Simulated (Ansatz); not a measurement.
Data:

```
CELL_PARAMETERS angstrom
      0.00000     2.62753     2.62753
      2.62753     0.00000     2.62753
      2.62753     2.62753     0.00000
ATOMIC_POSITIONS crystal
  Mg 0.00000 0.00000 0.00000
  S  0.50000 0.50000 0.50000
```

No spin polarisation.

Method: Kohn–Sham DFT with the r2SCAN functional, run in Ansatz (a quantum-chemistry and plane-wave program) with PAW and 500 eV plane waves, scalar-relativistic without spin-orbit coupling. Settings: 11×11×11 k-points, 0.05 eV Fermi–Dirac smearing.

Question: Predict the hole mass (degenerate bands, along [100]).

Answer: 0.27, 0.96, 0.96 mₑ (at Γ).

Question: Estimate the gap character.

Answer: Indirect, Γ → X.

Question: Estimate the smallest direct gap.

Answer: 4.40 eV.

Question: What is the computed pressure?

Answer: -2.24 GPa.

The cells carry an imposed strain or load. Masses are band curvatures over ±0.01 Å⁻¹ around the edge. Whether these cells are dynamically stable was not tested. The cell was made from MgS in the rock salt structure (space group Fm-3m, No. 225) by this change: isotropic strain +1.00 %.
